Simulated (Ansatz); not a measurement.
## A computed series for ZnO: response to strain

Base system: ZnO in the wurtzite structure (space group P6_3mc, No. 186; a = 3.235 Å, c = 5.211 Å). Axes: x lies along a and z along c of the hexagonal cell.

Strains are applied to the cell and any free atomic positions relax; under stress the whole cell relaxes.

Calculations: r2SCAN/PAW in Ansatz (a program for electronic structure), no spin-orbit coupling.

Notes on the quantities. pressure: mean of the normal stresses, compression positive.

```csv
change,band gap,electron mass,pressure
base,1.24 eV,0.19 mₑ (at Γ),0.00 GPa
isotropic strain +5.34 %,0.99 eV,0.16 mₑ (at Γ),-16.62 GPa
uniaxial strain ε_xx = −3.46 %,1.23 eV,"0.20 mₑ along x, 0.20 mₑ along y, 0.19 mₑ along z (at Γ)",5.56 GPa
uniaxial strain ε_yy = +0.73 %,?,0.19 mₑ (at Γ),?
"uniaxial stress, 1 GPa tension along x",1.23 eV,0.19 mₑ (at Γ),–
```

### Question
Some entries are withheld; estimate them.

### Answer

- uniaxial strain ε_yy = +0.73 %, band gap: 1.22 eV
- uniaxial strain ε_yy = +0.73 %, pressure: -1.08 GPa

Effective masses come from finite differences of ±0.01 Å⁻¹. Beyond what the load breaks, stability against distortions was not tested.
